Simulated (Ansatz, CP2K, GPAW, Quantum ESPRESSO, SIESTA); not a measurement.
## Code comparison for CaNi₂ (Fd-3m, 6 atoms in the cell)

Self-consistent single point.

```
CELL_PARAMETERS angstrom
      0.00000     3.49996     3.49996
      3.49996     0.00000     3.49996
      3.49996     3.49996     0.00000
ATOMIC_POSITIONS crystal
  Ca 0.00000 0.00000 0.00000
  Ca 0.25000 0.25000 0.25000
  Ni 0.62500 0.62500 0.62500
  Ni 0.12500 0.62500 0.62500
  Ni 0.62500 0.62500 0.12500
  Ni 0.62500 0.12500 0.62500
```

Shared settings, as Ansatz (a first-principles code) writes them: kpoints.mp_grid.grid = 6 6 6; scf.occupations.method = fermi_dirac; scf.occupations.width = 0.1 eV. Potentials and cutoffs stand in the table.

| code | model | pressure (GPa) | cutoff |
|---|---|---|---|
| SIESTA | LDA PW92, numerical atomic orbitals DZP, PseudoDojo LDA standard norm-conserving potentials (rewritten from UPF to PSML) | 10.34 | grid 300 Ry |
| CP2K | LDA (Pade form), GPW, DZVP-MOLOPT-SR-GTH basis, GTH-PADE potentials (GTH_POTENTIALS) | -1.55 | grid 600 Ry |
| Quantum ESPRESSO | LDA (PZ), PSlibrary ultrasoft (LDA) pseudopotentials | -2.40 | 50 Ry |
| Ansatz | LDA (PW92), PAW files made with PBE | -1.86 | 420 eV |
| GPAW | LDA (Perdew-Wang 92), GPAW PAW datasets LDA (gpaw-data 1.0.1) | -0.88 | 850 eV |

On Ansatz's run: spin polarisation is off.

The spread over the programs that give each value: pressure within 12.74 GPa.

SIESTA and CP2K use small atom-centred bases, whose incompleteness enters pressures, forces and empty levels differently from a plane-wave cutoff. Ansatz's pressure is given at a fixed set of plane waves, as the other plane-wave codes print theirs; with its correction for the finite basis it is -1.82 GPa. The same LDA comes in different parametrisations, which differ slightly. In the pressure, SIESTA (by 12.20) lies more than 1 GPa from the median of the plane-wave programs.

The starting cell comes from a database of computed structures (which also holds hypothetical and non-ambient phases and stackings), without a prior relaxation at this level. Its lattice was rescaled by a random factor within 2.5 % of one.

Left out of this page: Elk (not drawn, or without a comparable value).

Keys are those of Ansatz 0.2.
